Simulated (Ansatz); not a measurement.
We consider GeRh (Pnma, No. 62), described by PBEsol (PAW; Ansatz, a first-principles code).

Numerical settings: plane-wave cutoff 520 eV, 10×18×10 k mesh (along the axes of the cell as run), Fermi–Dirac smearing 0.05 eV, no spin polarisation, scalar-relativistic PAW data made under PBE.

Cell (relaxed at this level):

```cif
data_Ge4Rh4
_chemical_formula_sum 'Rh4 Ge4'
_space_group_name_H-M_alt 'P 1'
_space_group_IT_number 1
_cell_length_a 5.65998
_cell_length_b 3.25957
_cell_length_c 6.43360
_cell_angle_alpha 90.000
_cell_angle_beta 90.000
_cell_angle_gamma 90.000
loop_
_space_group_symop_operation_xyz
  'x, y, z'
loop_
_atom_site_label
_atom_site_type_symbol
_atom_site_fract_x
_atom_site_fract_y
_atom_site_fract_z
_atom_site_occupancy
Rh1 Rh 0.99475 0.75000 0.20207 1
Rh2 Rh 0.00525 0.25000 0.79793 1
Rh3 Rh 0.50525 0.25000 0.70207 1
Rh4 Rh 0.49475 0.75000 0.29793 1
Ge1 Ge 0.80802 0.75000 0.56329 1
Ge2 Ge 0.19198 0.25000 0.43671 1
Ge3 Ge 0.69198 0.25000 0.06329 1
Ge4 Ge 0.30802 0.75000 0.93671 1
```

**Question.** Give the computed bulk modulus B0.

**Answer.** 
- bulk modulus B0: 164 GPa

The run finds no gap.

Note: the bulk modulus is −V dP/dV from two relaxed cells at ±2 % in volume.

The computed numbers hold no vibrational or temperature effects.

Cost on a shared machine: roughly 16 core-minutes.
